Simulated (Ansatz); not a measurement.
The reference is Ta$_{2}$O$_{5}$ (space group C2, No. 5; a cell from a computed database, its experimental status unchecked).

```yaml
crystal:
  lattice:
    - [2.96222, -2.53816, 0.00000]
    - [2.96222, 2.53816, 0.00000]
    - [-2.64989, 0.00000, 5.10193]
  atoms:
    - { symbol: Ta, position: [0.23122, 0.15098, 0.29224] }
    - { symbol: Ta, position: [0.84902, 0.76878, 0.70776] }
    - { symbol: O, position: [0.63318, 0.22415, 0.65149] }
    - { symbol: O, position: [0.77585, 0.36682, 0.34851] }
    - { symbol: O, position: [0.24126, 0.11196, 0.95629] }
    - { symbol: O, position: [0.88804, 0.75874, 0.04371] }
    - { symbol: O, position: [0.27242, 0.72758, 0.50000] }
```

Cartesian axes are those of the cell as printed.

Computed with Ansatz (a program for electronic structure), PBEsol, PAW, cutoff 420 eV, no spin-orbit coupling.

Now apply this change: an isotropic linear strain of +0.61 %, atoms relaxed at fixed cell.

Q: Predict the stress tensor and what it implies for the stiffness.

A: Stress of the strained cell less that of the base (GPa, compression positive):
```
  -1.84    0.00   -0.88
   0.00   -2.20    0.00
  -0.88    0.00   -4.39
```

Then B = −ΔP/(ΔV/V₀) with ΔV/V₀ = 0.0184 gives secant stiffness values (nonlinear terms included at this strain): B (at held cell shape, above the free-shape value) ≈ 153 GPa.

No phonon test of stability was made.
